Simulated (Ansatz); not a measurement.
The parent structure is AlRu in the CsCl type structure (space group Pm-3m, No. 221; a = 3.0048 Å; relaxed with 0.1 eV smearing). Axes: x, y, z lie along the cube axes.

Computed with PBE/PAW in Ansatz (a first-principles code), spin-orbit coupling left out.

The change: every lattice vector is shortened by 2.00 %; the atoms relax in the strained cell.

Problem. Predict the stress tensor and what it implies for the stiffness.

Solution. Stress of the strained cell less that of the base (GPa, compression positive):
```
   14.0     0.0     0.0
    0.0    14.0     0.0
    0.0     0.0    14.0
```

Then B = −ΔP/(ΔV/V₀) with ΔV/V₀ = -0.0588 gives secant stiffness values (nonlinear terms included at this strain): B ≈ 239 GPa.

As a check, the harmonic strain energy −½ V₀ Δσ:ε is 36 meV/atom; the computed energy rise is 33 meV/atom.

Stability against distortions was not tested. All final runs are without spin polarisation.
